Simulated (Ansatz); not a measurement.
Structures of equal composition on the (111) surface of fcc Pt: a layer of Ir in place of the second plane; a layer of Ir in place of the third plane. The slabs share one bottom face, and each structure is named by its start. These are constructed structures in small cells; real faces may alloy, dewet or reconstruct in larger ones, and not all known structures of the face are among them. Slabs of about 11 Å with all that they carry, Fermi-Dirac smearing of 0.1 eV. Bottom of the slabs: a bare face, its two planes held. Relaxed from the named starts with such symmetry as they have, on meshes of like density; energies extrapolated to zero smearing; no spin-orbit coupling, no U. Spin-polarised runs, if any, are marked in brackets, and their order is one that fits the cell; the others ran without spin.

Computed with PBE (plane waves to 420 eV, PAW; Ansatz, a program for electronic structure).

Question: Put the candidates in order of energy per 1x1 cell, lowest first, for PBE.

Answer: a layer of Ir in place of the third plane (0.000 eV), a layer of Ir in place of the second plane (0.099 eV)
